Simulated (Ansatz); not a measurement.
Where the default PAW files enter, the runs use the earlier of Ansatz's two default sets.

By PBEsol, the system below comes out a metal.

Consider the following.

```xyz
2
Lattice="3.1484 0.0000 0.0000 -1.5742 2.7266 0.0000 1.5742 0.9089 2.5706" Properties=species:S:1:pos:R:3 pbc="T T T"
Nb     0.0000     1.8177     1.2853
N      0.0000     0.0000     0.0000
```

Space group of this cell: Fm-3m, rock salt. The cell is taken as given; by PBEsol its mean pressure is -14.7 GPa.

The current flows along the normal of the first two printed cell vectors, the (111) plane of the conventional cell. No spin-orbit coupling; the value is a mean over 0.1 eV about the Fermi level.

Problem. Give the ballistic conductance per area that PBEsol (Ansatz, an electronic-structure program) yields.

Solution. 1.6 × 10¹⁵ S/m² for both spins.
